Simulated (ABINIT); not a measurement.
# ABINIT run on Sb (R-3m, 2 atoms in the cell): self-consistent single point

Computed with PBE, PAW (JTH v2.0 PBE PAW) (plane waves; ABINIT).

The input file:

```
# Sb, JTH v2.0 PBE PAW
pp_dirpath "./"
pseudos "Sb.GGA_PBE-JTH.xml"
acell 4.4317095558 4.4317095558 4.4317095558 Angstrom
rprim
         0.8782265600   -0.4782448215    0.0000000073
         0.8782265600    0.4782448215    0.0000000073
         0.6177947700   -0.0000000000    0.7863393811
natom 2
ntypat 1
znucl 51
typat 1 1
xcart
         4.6428334276   -0.0000000000    1.5376839322
        15.2408215086   -0.0000000000    5.0476862271
ecut 40 Ry
pawecutdg 80 Ry
pawxcdev 0
ixc 11
occopt 3
tsmear 0.00367493
nband 21
kptopt 1
ngkpt 8 8 8
nshiftk 1
shiftk 0 0 0
nstep 100
tolvrs 1.0e-11
prtwf 0
prtden 0
enunit 2
```

Log, with long lists cut:

```
 Symmetries : space group R-3 m (#166); Bravais hR (rhombohedral)

 -outvars: echo values of preprocessed input variables --------
            acell      8.3747173610E+00  8.3747173610E+00  8.3747173610E+00 Bohr
             ecut      2.00000000E+01 Hartree
           enunit           2
              ixc          11
         kptrlatt        8    0    0      0    8    0      0    0    8
          kptrlen      6.40826434E+01
            natom           2
            nband          21
            ngfft          36      36      36
          ngfftdg          48      48      48
             nkpt          65
            nstep         100
             nsym          12
           ntypat           1
           occopt           3
        pawecutdg      4.00000000E+01 Hartree
         pawxcdev           0
            rprim      8.7822656000E-01 -4.7824482150E-01  7.3000000000E-09
                       8.7822656000E-01  4.7824482150E-01  7.3000000000E-09
                       6.1779477000E-01 -0.0000000000E+00  7.8633938110E-01
          spgroup         166
           tolvrs      1.00000000E-11
           tsmear      3.67493000E-03 Hartree
            typat      1  1
           useylm           1
             xred      2.3349999899E-01  2.3349999899E-01  2.3349999894E-01
                       7.6649999664E-01  7.6649999664E-01  7.6649999659E-01
            znucl       51.00000

== DATASET  1 ==================================================================

 Exchange-correlation functional for the present dataset will be:
  GGA: Perdew-Burke-Ernzerhof functional - ixc=11
 Citation for XC functional:
  J.P.Perdew, K.Burke, M.Ernzerhof, PRL 77, 3865 (1996)

 Real(R)+Recip(G) space primitive vectors, cartesian coordinates (Bohr,Bohr^-1):
 R(1)=  7.3548992 -4.0051652  0.0000001  G(1)=  0.0679819 -0.1248388 -0.0534106
 R(2)=  7.3548992  4.0051652  0.0000001  G(2)=  0.0679819  0.1248388 -0.0534106
 R(3)=  5.1738566  0.0000000  6.5853701  G(3)= -0.0000000  0.0000000  0.1518518
 Unit cell volume ucvol=  3.8797821E+02 bohr^3
 Angles (23,13,12)=  5.71416623E+01  5.71416623E+01  5.71416623E+01 degrees

 Coarse grid specifications (used for wave-functions):

 getcut: wavevector=  0.0000  0.0000  0.0000  ngfft=  36  36  36
         ecut(hartree)=     20.000   => boxcut(ratio)=   2.13564

 Fine grid specifications (used for densities):

 getcut: wavevector=  0.0000  0.0000  0.0000  ngfft=  48  48  48
         ecut(hartree)=     40.000   => boxcut(ratio)=   2.01315

   1.53505782E+03                                ecore*ucvol(ha*bohr**3)

_setup2: Arith. and geom. avg. npw (full set) are    1658.271    1658.251

--- !BeginCycle
solver: {iscf: 17, nstep: 100, nline: 4, wfoptalg: 10, }
tolerances: {tolvrs: 1.00E-11, }
...

     iter   Etot(hartree)      deltaE(h)  residm     nres2
 ETOT  1  -164.00622067763    -1.640E+02 2.010E+01 1.159E+00
 ETOT  2  -165.22715714923    -1.221E+00 4.420E-02 5.578E-01
 ETOT  3  -165.22699189011     1.653E-04 2.326E-02 1.888E-01
 ETOT  4  -165.22656709862     4.248E-04 1.439E-02 3.572E-03
 ETOT  5  -165.22657976625    -1.267E-05 2.373E-03 6.791E-04
 ETOT  6  -165.22658580594    -6.040E-06 8.747E-04 4.219E-05
   [... 3 lines left out ...]
 ETOT 10  -165.22658587928     1.145E-10 1.285E-03 2.249E-09
 ETOT 11  -165.22658587930    -2.095E-11 4.859E-04 1.248E-09
 ETOT 12  -165.22658587930     2.217E-12 4.034E-04 6.249E-11
 ETOT 13  -165.22658587930    -8.242E-13 1.121E-04 1.072E-11
 ETOT 14  -165.22658587930     2.842E-14 8.494E-05 4.817E-13

 At SCF step   14       nres2   =  4.82E-13 < tolvrs=  1.00E-11 =>converged.

 Cartesian components of stress tensor (hartree/bohr^3)
  sigma(1 1)= -1.83994697E-04  sigma(3 2)=  0.00000000E+00
  sigma(2 2)= -2.14660135E-04  sigma(3 1)=  1.01562445E-05
  sigma(3 3)= -2.11296438E-04  sigma(2 1)=  0.00000000E+00

 ----iterations are completed or convergence reached----

 reduced coordinates (array xred) for    2 atoms
       0.233499998990      0.233499998990      0.233499998936
       0.766499996643      0.766499996643      0.766499996589
 cartesian forces (eV/Angstrom) at end:
    1      0.44941609826653    -0.00000000000000     0.14884443387435
    2     -0.44941609826653     0.00000000000000    -0.14884443387435
 frms,max,avg= 2.7333099E-01 4.4941610E-01   0.000E+00  0.000E+00  0.000E+00 e/A
 length scales=  8.374717360954  8.374717360954  8.374717360954 bohr
              =  4.431709555800  4.431709555800  4.431709555800 angstroms
 Fermi (or HOMO) energy (hartree) =   0.27844   Average Vxc (hartree)=  -0.34670
 Eigenvalues (hartree) for nkpt=  65  k points:
 kpt#   1, nband= 21, wtk=  0.00195, kpt=  0.0000  0.0000  0.0000 (reduced coord)
  -0.80921   -0.80921   -0.80558   -0.80558   -0.80464   -0.80064   -0.80064   -0.80050
  -0.79708   -0.79708   -0.20571    0.10963    0.19613    0.20685    0.20685    0.35371
   0.37872    0.37872    0.46452    0.46452    0.47094
      occupation numbers for kpt#   1
   2.00000    2.00000    2.00000    2.00000    2.00000    2.00000    2.00000    2.00000
   2.00000    2.00000    2.00000    2.00000    2.00000    2.00000    2.00000    0.00000
   0.00000    0.00000    0.00000    0.00000    0.00000
 prteigrs : prtvol=0 or 1, do not print more k-points.

 Fermi (or HOMO) energy (eV) =   7.57677   Average Vxc (eV)=  -9.43427
 Eigenvalues (   eV  ) for nkpt=  65  k points:
 kpt#   1, nband= 21, wtk=  0.00195, kpt=  0.0000  0.0000  0.0000 (reduced coord)
 -22.01959  -22.01959  -21.92087  -21.92087  -21.89538  -21.78652  -21.78652  -21.78266
 -21.68969  -21.68969   -5.59754    2.98309    5.33687    5.62873    5.62873    9.62493
  10.30540   10.30540   12.64011   12.64011   12.81486
 prteigrs : prtvol=0 or 1, do not print more k-points.

--- !EnergyTerms
comment             : Components of total free energy in Hartree
kinetic             :  8.30441874301874E+00
hartree             :  4.67791566972723E+01
xc                  : -4.75807614557826E+00
Ewald energy        : -1.09651565437832E+02
psp_core            :  3.95655676054586E+00
local_psp           : -1.41604552059611E+02
spherical_terms     :  3.17478902221171E+01
internal            : -1.65226171220068E+02
'-kT*entropy'       : -4.14266663681865E-04
total_energy        : -1.65226585486731E+02
total_energy_eV     : -4.49604404155655E+03
...

-Cartesian components of stress tensor (GPa)         [Pressure=  5.9818E+00 GPa]
- sigma(1 1)= -5.41330997E+00  sigma(3 2)=  0.00000000E+00
- sigma(2 2)= -6.31551814E+00  sigma(3 1)=  2.98806979E-01
- sigma(3 3)= -6.21655479E+00  sigma(2 1)=  0.00000000E+00

 Calculation completed.
```

The run converged in 14 iterations.

The starting cell has typed, rounded lattice constants, without a prior relaxation at this level. Its lattice was rescaled by a random factor within 2.5 % of one. With a pressure of about 6 GPa the cell is away from its equilibrium volume at this level.

Cost on one core of a shared machine: roughly 3 min.
